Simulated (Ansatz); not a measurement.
Cell and atoms of amorphous Si24O47H2:

```xyz
73
Lattice="10.2810 -0.3413 -0.1246 -0.3413 10.6109 0.2829 -0.1246 0.2829 10.6182" Properties=species:S:1:pos:R:3 pbc="T T T"
Si     2.0012     3.7155     0.1595
Si     1.5722     2.8354     7.9018
Si     4.1960     4.1733     6.7597
Si     0.3071     0.5126     8.9555
Si     9.4458     6.3736     3.8032
Si     5.4013     9.5598     6.0156
Si     3.4661     8.3943     1.7828
Si     9.9589     5.2809     0.9550
Si     3.2233     1.9633     2.2390
Si     7.9927     0.3961     4.1562
Si     2.8170    10.0464     4.2850
Si     8.5468     8.9135     2.4151
Si     2.1822     7.1296     4.4956
Si     4.0060     7.2737     7.0281
Si     7.1512     4.2328     0.1897
Si     4.2584     9.8235     8.8389
Si     9.1796     1.5961     6.7532
Si     6.0013     9.6918     0.8072
Si     4.5105     5.4267     1.1087
Si     6.9577     3.5464     7.8343
Si     8.5197     6.1378     6.6591
Si     6.4149     1.7915     1.8578
Si     3.6573     4.4714     3.7594
Si     0.5958     8.5778     0.5294
O      6.7123     0.6636     0.7278
O      9.9346     8.9010     1.5572
O      2.3040     2.2721     0.9149
O      4.6651     9.4591     1.8071
O      1.5828     9.9717     5.3265
O      4.1969     5.6834     7.3800
O      7.1180     3.1962     1.4443
O      7.2439     8.8522     1.4644
O      1.5414     3.8126     9.2110
O      9.9119     1.0278    10.0610
O      8.5451     5.0639     0.1979
O      0.6099     7.3893     4.3364
O      2.6792     7.3214     6.0003
O      2.8121     3.3434     6.9842
O      0.3380     6.9767     0.4541
O      5.5960     9.4617     9.9426
O      4.2219    10.1948     5.0090
O      2.8593     3.1019     3.3632
O      4.7450     4.8208     2.6068
O      6.9900     1.3844     3.3310
O      2.8364     0.4738     2.8047
O      6.8058     9.8867     5.2572
O      7.8434     2.2841     7.3511
O      6.9429     3.6488     9.4511
O      4.4346     4.3025     5.1505
O      0.2581     9.5834     9.7075
O      3.8285     8.1540     8.3518
O      0.1811     2.9694     7.0276
O      5.4200     3.3171     7.3670
O      9.7029     5.3619     2.5627
O      7.5513     4.9256     7.2029
O      4.0018     6.9536     1.3549
O      3.3273     4.6460     0.3163
O      8.6352    10.2374     3.3741
O      8.8067     5.6080     5.0817
O      5.9088     5.3049     0.3019
O      0.7056     4.3862     0.8659
O      8.9507     1.2365     5.1742
O      2.9099     8.4212     3.4981
O      8.4680     7.5893     3.3624
O      2.5908     5.7256     3.8167
O      2.1428     8.8252     0.9966
O      5.2058     7.9152     6.0714
O      5.2730    10.2157     7.4649
O      1.6672     1.2809     8.4131
O      4.7998     2.0086     1.9200
O      9.5126     0.2232     7.5929
H      0.3220     1.2449     0.3401
H      0.6900    10.1626     4.9953
```

All values below come from PBE, scalar-relativistic without spin-orbit coupling (plane waves to 420 eV, PAW; Ansatz, a quantum-chemistry and plane-wave program). The usual formal charges leave 4 electrons over, so the level spacing at the Fermi energy parts defect or band states and needn't be the band gap.

The cell was made by melting and quenching with the CHGNet potential and then relaxed with DFT. O atoms were pushed apart under 1.9 Å during the dynamics, to hinder bonds among them. The hot cell started wider than the set density and was brought back towards it in steps. It is the lowest in DFT energy of 8 quenches. It is a model cell: composition and starting density were chosen by hand, and all elements were melted together. No dispersion term was used. Its density started from a set value of 2.05 and ended at 2.05 g/cm³. The simulated quench (nominally 200 K/ps over its main leg) is rapid and tends to freeze in more defects than a deposited or slowly cooled glass has. Values belong to this one cell and scatter from quench to quench. The volume was held where the preparation left it and the shape relaxed, at a PBE pressure of 0.2 GPa.

Bonds are counted up to Si-Si 2.60 Å, Si-O 1.98 Å, Si-H 1.70 Å, O-O 1.58 Å, O-H 1.16 Å, H-H 0.90 Å. Two cations that share two anions don't count as bonded, nor two that share one unless they lie closer than Si-Si 2.38 Å.

Question: Give the coordination numbers, mean bond lengths and angles.

Answer: 
- Mean coordination of Si by anions: 3.88 (1 with 2, 1 with 3, 22 with 4)
- Mean coordination of O: 2.02 (46 with 2, 1 with 3)
- Mean coordination of H: 1.00 (2 with 1)
- Mean Si-O bond: 1.640 Å (spread 0.043 Å, 93 counted)
- Mean O-H bond: 0.971 Å (spread 0.000 Å, 2 counted)
- Bond angle at Si: mean 109.1°, spread 3.5°
- Bond angle at O: mean 139.8°, spread 13.1°

Question: Which atoms depart from the most common coordination of their element?

Answer: Si16 has 3 (O68 1.75 Å, O40 1.77 Å, O51 1.79 Å); Si21 has 2 (O55 1.64 Å, O59 1.69 Å); O63 has 3 (Si13 1.79 Å, Si7 1.80 Å, Si11 1.81 Å).

Question: List the pairs of like atoms that count as bonded by the rules above.

Answer: There are none by these rules.

Question: What Bader charges do the atoms carry, from a run on the zone centre alone?

Answer: Means (range): Si +3.15 e (+1.68 to +3.30), O -1.64 e (-1.67 to -1.40), H +0.60 e (+0.59 to +0.61).
| atom | charge (e) |
|---|---|
| Si1 | +3.29 |
| Si2 | +3.28 |
| Si3 | +3.29 |
| Si4 | +3.26 |
| Si5 | +3.29 |
| Si6 | +3.27 |
| Si7 | +3.27 |
| Si8 | +3.30 |
| Si9 | +3.29 |
| Si10 | +3.29 |
| Si11 | +3.26 |
| Si12 | +3.29 |
| Si13 | +3.27 |
| Si14 | +3.26 |
| Si15 | +3.29 |
| Si16 | +1.80 |
| Si17 | +3.28 |
| Si18 | +3.27 |
| Si19 | +3.30 |
| Si20 | +3.30 |
| Si21 | +1.68 |
| Si22 | +3.29 |
| Si23 | +3.29 |
| Si24 | +3.30 |
| O25 | -1.64 |
| O26 | -1.66 |
| O27 | -1.64 |
| O28 | -1.65 |
| O29 | -1.40 |
| O30 | -1.65 |
| O31 | -1.64 |
| O32 | -1.65 |
| O33 | -1.65 |
| O34 | -1.40 |
| O35 | -1.65 |
| O36 | -1.65 |
| O37 | -1.64 |
| O38 | -1.65 |
| O39 | -1.65 |
| O40 | -1.64 |
| O41 | -1.64 |
| O42 | -1.64 |
| O43 | -1.64 |
| O44 | -1.65 |
| O45 | -1.64 |
| O46 | -1.65 |
| O47 | -1.65 |
| O48 | -1.65 |
| O49 | -1.65 |
| O50 | -1.64 |
| O51 | -1.64 |
| O52 | -1.64 |
| O53 | -1.64 |
| O54 | -1.65 |
| O55 | -1.65 |
| O56 | -1.65 |
| O57 | -1.66 |
| O58 | -1.65 |
| O59 | -1.63 |
| O60 | -1.64 |
| O61 | -1.65 |
| O62 | -1.64 |
| O63 | -1.67 |
| O64 | -1.65 |
| O65 | -1.65 |
| O66 | -1.65 |
| O67 | -1.65 |
| O68 | -1.64 |
| O69 | -1.65 |
| O70 | -1.66 |
| O71 | -1.63 |
| H72 | +0.59 |
| H73 | +0.61 |
